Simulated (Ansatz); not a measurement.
CsLuS$_{2}$ (P6_3/mmc), PBEsol, rigid bands (Ansatz, a program for electronic structure). Band gap 1.93 eV, N_c = 2.58e19 cm⁻³ and N_v = 1.71e20 cm⁻³ at 300 K, conductivity masses along y (a = (3.95, 0.00, 0.00) Å; b = (-1.97, 3.42, 0.00) Å; c = (0.00, 0.00, 15.78) Å) of 0.424 mₑ (electrons) and 0.754 mₑ (holes). Take k_BT = 0.02585 eV.

Task: What built-in voltage has an abrupt junction with N_A = 1e16 and N_D = 1e18 cm⁻³, all dopants ionised?

Result: V_bi = E_g/e − (k_BT/e) ln(N_c N_v/(N_A N_D)) = 1.93 − 0.02585 × 13.00 = 1.59 V, for the computed gap.

Task: Find the intrinsic carrier density and the intrinsic Fermi level.

Result: n_i = √(N_c N_v) exp(−E_g/2k_BT) = 6.64e19 × exp(−37.33) = 4.1e3 cm⁻³. The level lies (k_BT/2) ln(N_v/N_c) = 24 meV from mid-gap (positive towards the conduction band). Each 0.1 eV added to the gap lowers n_i by a factor of 6.9.

Task: A film of it is 3 nm thick, with its normal along the direction named. Estimate the confinement energies in an infinite well.

Result: ħ²π²/(2m t²) = 0.376 eV·nm²/(m/mₑ × t²) gives 98.5 meV for electrons and 55.4 meV for holes, so the gap would widen to about 2.08 eV. Finite barriers and nonparabolic bands lower this, and with several valleys or bands the heaviest mass along the normal sets the lowest level, not this average.

Rigid bands with the computed gap; masses take one relaxation time for all states. Spin-orbit coupling is left out; where it splits the top of the valence band, N_v and the p-type Seebeck coefficient come out somewhat high without it.

Computed structure with no diffraction record at hand here (it may be known, metastable or hypothetical): CsLuS2 (P6_3/mmc).
